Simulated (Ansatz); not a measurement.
The starting structures come from a database of crystals and need not be the phases stable at ambient conditions.

 Where the default PAW files enter, the runs use the earlier of Ansatz's two default sets.

The decay constant κ of evanescent states in the gap governs leakage through a thin film.

Given:

```xyz
10
Lattice="5.8240 0.0000 0.0000 0.0000 5.8240 0.0000 2.9120 -2.9120 4.1182" Properties=species:S:1:pos:R:3 pbc="T T T"
Ba     2.9120     0.0000     2.0591
Ba     5.8240     2.9120     2.0591
Mg     2.9120     2.9120     0.0000
W      0.0000     0.0000     0.0000
O      2.9120     2.9120     2.1523
O      5.8240     0.0000     1.9659
O      4.4339     4.4339     0.0000
O      1.3901     1.3901     0.0000
O      1.3901     4.4339     0.0000
O      4.4339     1.3901     0.0000
```

Space group of this cell: Fm-3m. The cell is taken as given; by PBEsol its mean pressure is -9.0 GPa.

Transport runs along the normal of the first two printed cell vectors, the (001) plane of the conventional cell.

The gap is the functional's own, uncorrected, and κ follows it; spin-orbit coupling is left out. Mid-gap values are interpolated between the computed energies.

Question: Give the band gap and the smallest decay constant κ at mid-gap that PBEsol (Ansatz, an electronic-structure program) yields.

Answer: Gap 2.73 eV on a 8×8×8 mesh; κ = 0.386 1/Å, at the zone centre.
